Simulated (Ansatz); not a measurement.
Start from P in the black-P type structure (space group Cmce, No. 64; layered, stacked along the Cartesian y axis).

Method: DFT with PBE-D3(BJ), PAW potentials and a 420 eV plane-wave cutoff in Ansatz (an electronic-structure program), no spin-orbit coupling, earlier PAW set.

Measured: band gap 0.35 eV (temperature not stated; as listed in Das, Protik, Mohammadi, Mohammad, Bazhirov, Timur, arXiv (2018)).

### Question
What do the calculations give for these quantities, and how do they miss?

### Answer
```json
[
 {"level": "PBE-D3(BJ)", "band gap": "zero"}
]
```

Computed minus measured — band gap: PBE-D3(BJ) -0.35 eV. Measured values not marked as corrected hold thermal and zero-point effects that the static-lattice runs lack. A measured gap can be an optical one, lowered by exciton binding.

Whether these cells are dynamically stable was not tested. A zero or small gap of P can be the functional's error rather than a property of the material.
